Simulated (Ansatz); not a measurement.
Input and output of a relaxation of the atoms for V3Pt (Pmm2, 8 atoms in the cell) (Ansatz, an electronic-structure program).

Computed with LDA (PW92), default PAW files made with PBE (plane waves; Ansatz).

The change in words: one atom moved by 0.15 angstrom; relax: default → atoms; relax.f_tol: default → 0.001 eV/Å. Reference geometry:
```
V3Pt
1.0
    4.77373     0.00000     0.00000
    0.00000     4.77373     0.00000
    0.00000     0.00000     4.77373
V Pt
6 2
Direct
  0.00000   0.75000   0.50000
  0.00000   0.25000   0.50000
  0.75000   0.50000   0.00000
  0.25000   0.50000   0.00000
  0.50000   0.00000   0.75000
  0.50000   0.00000   0.25000
  0.00000   0.00000   0.00000
  0.50000   0.50000   0.50000
```

Reference input (self-consistent single point, DFT, LDA (PW92), plane waves, default PAW files made with PBE): basis.ecutwfc = 420 eV; kpoints.mp_grid.grid = 7 7 7; hamiltonian.xc = lda; hamiltonian.pseudopotentials = {kind: paw} (the program's default PAW files); scf.occupations.method = fermi_dirac; scf.occupations.width = 0.1 eV. This run's input differs from it in these lines:

```diff
@@ -9,3 +9,3 @@
     - { symbol: V, position: [0.000000, 0.250000, 0.500000] }
-    - { symbol: V, position: [0.750000, 0.500000, 0.000000] }
+    - { symbol: V, position: [0.781422, 0.500000, 0.000000] }
     - { symbol: V, position: [0.250000, 0.500000, 0.000000] }
@@ -24,2 +24,4 @@
   occupations: { method: fermi_dirac, width: 0.1 eV }
+relax:
+  f_tol: 0.001
 output:
```

Output, abridged:

```
   [... SCF lines of the steps left out ...]
relax step   1: F+E_penalty+E_count = -41656.29829767 eV  Δ(F+E_penalty+E_count) = +0.000e0 eV  max|allowed force component| = 1.380e0 eV/Å  Δτ_max = 0.0000 Å  (7 SCF iters, dr2 threshold 1.00e-7 eV, accepted)
relax step   2: F+E_penalty+E_count = -41656.36294429 eV  Δ(F+E_penalty+E_count) = -6.465e-2 eV  max|allowed force component| = 7.540e-1 eV/Å  Δτ_max = 0.0752 Å  (6 SCF iters, dr2 threshold 1.00e-4 eV, accepted)
relax step   3: F+E_penalty+E_count = -41656.40042726 eV  Δ(F+E_penalty+E_count) = -3.748e-2 eV  max|allowed force component| = 7.061e-2 eV/Å  Δτ_max = 0.0549 Å  (6 SCF iters, dr2 threshold 3.55e-5 eV, accepted)
relax step   4: F+E_penalty+E_count = -41656.40085546 eV  Δ(F+E_penalty+E_count) = -4.282e-4 eV  max|allowed force component| = 1.105e-3 eV/Å  Δτ_max = 0.0064 Å  (6 SCF iters, dr2 threshold 3.12e-7 eV, accepted)
relax step   5: F+E_penalty+E_count = -41656.40085546 eV  Δ(F+E_penalty+E_count) = -1.965e-9 eV  max|allowed force component| = 1.093e-3 eV/Å  Δτ_max = 0.0000 Å  (7 SCF iters, accepted)
relax step   6: F+E_penalty+E_count = -41656.40085561 eV  Δ(F+E_penalty+E_count) = -1.454e-7 eV  max|allowed force component| = 1.912e-5 eV/Å  Δτ_max = 0.0001 Å  (6 SCF iters, accepted)
the relaxation is at rest under the 4 symmetry operations that the run kept from its start: a minimum is not shown …
Free energy (F): -41656.400856 eV
Internal energy: -41656.063810 eV  (E = F + TS)
E sigma→0 (E₀):  -41656.232333 eV
Entropy (-TS):   -0.337046 eV (-42.131 meV/atom)
Fermi energy:    18.995213 eV
--- Forces (eV/Å), atoms counted from 1 ---
  atom   1  V     -0.00000721    -0.00000699     0.00000000
  atom   2  V     -0.00000721     0.00000699     0.00000000
  atom   3  V     -0.00000104     0.00000000     0.00000000
  atom   4  V      0.00001886     0.00000000     0.00000000
  atom   5  V     -0.00000989     0.00000000    -0.00000666
   [... lines left out ...]
    - { symbol: V, position: [0.2539270726405222, 0.49999999999999994, 0.0] }
    - { symbol: V, position: [0.5039279430725196, -2.838983040934585e-21, 0.7500001019140436] }
    - { symbol: V, position: [0.5039279430725196, -2.838983040934625e-21, 0.24999989808595624] }
    - { symbol: Pt, position: [0.003927371366127748, -2.8389830409346653e-21, 0.0] }
    - { symbol: Pt, position: [0.5039279420335516, 0.49999999999999994, 0.49999999999999994] }
```

The run converged.  The full log also holds: “iter 5 did not close the SCF: its close was put off for the readings that it lacked (scf_convergence_deferred on its scf_iter line)”. The full log also holds: “iter 5 did not close the SCF: its close was put off for the readings that it lacked (scf_convergence_deferred on its scf_iter line)”.

Summary of the result:
```
Item                                                     Result
-----------------------------------------------  --------------
Free energy E − TS (on the zero of these files)  -41656.4009 eV
Fermi level (on the code's own zero)                   19.00 eV
Pressure                                              -8.55 GPa
Relaxation steps                                              6
```

The starting cell comes from a database of computed structures (which also holds hypothetical and non-ambient phases and stackings), without a prior relaxation at this level. Its lattice was rescaled by up to half a per cent. For this run, on top of that: one atom moved by 0.15 angstrom. Spin polarisation is off. The relaxation keeps the symmetry of its start, so its end need not be a minimum. Ansatz's pressure includes its estimate of the finite-basis (Pulay) stress.

Cost on one core of a shared machine: roughly 4 min.

Keys are those of Ansatz 0.2.
